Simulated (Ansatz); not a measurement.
System: L1₂ (Cu3Au-type) Pt3Ti. Method: r²SCAN (Ansatz, an electronic-structure program, plane waves, PAW).

Numerical settings: plane-wave cutoff 600 eV, 16×16×16 k mesh, Fermi–Dirac smearing 0.034 eV (set by the program), no spin polarisation, scalar-relativistic PAW data made under PBE.

The cell has the measured lattice: a = b = c = 3.9160 Å, α = β = γ = 90.00°.

Problem. Predict the Voigt–Reuss–Hill bulk modulus, polycrystal shear modulus (Hill average) and Young modulus.

Solution. 
Voigt–Reuss–Hill bulk modulus: 263 GPa
polycrystal shear modulus (Hill average): 121 GPa
Young modulus: 316 GPa

Note: the cell isn't this level's own, so it is under some stress, which shifts stiffness and frequencies.

Elastic constants are with the ions relaxed.

Spin–orbit coupling is not included.

Computed values are for the static lattice.
